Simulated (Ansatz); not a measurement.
Results of HSE06+SOC (plane waves, PAW; Ansatz, a program for electronic structure) for corundum Ga₂O₃ (metastable phase).

Run with plane-wave cutoff 460 eV, 6×6×6 k mesh, Fermi–Dirac smearing 0.01 eV, PAW data made under PBE.

Cell (measured lattice):

```xyz
10
Lattice="2.4900 1.4376 4.4767 -2.4900 1.4376 4.4767 0.0000 -2.8752 4.4767" Properties=species:S:1:pos:R:3 pbc="T T T"
Ga     0.0000     0.0000     1.9392
Ga     0.0000     0.0000    11.4908
Ga     0.0000     0.0000     4.7758
Ga     0.0000     0.0000     8.6542
O     -1.7360     0.1317     7.8342
O      1.7360    -0.1317     5.5958
O      0.7540    -1.5693     7.8342
O     -0.7540     1.5693     5.5958
O      0.9820     1.4376     7.8342
O     -0.9820    -1.4376     5.5958
```

### Question
What does this level give for the band gap and smallest direct gap on the k points sampled?

### Answer

- band gap: 4.65 eV (on the SCF k mesh) (indirect)
- smallest direct gap on the k points sampled: 4.89 eV

Note: cell and atoms aren't relaxed at this level (largest force component 0.07 eV/Å, pressure 0.3 GPa).

The computed numbers hold no vibrational or temperature effects.
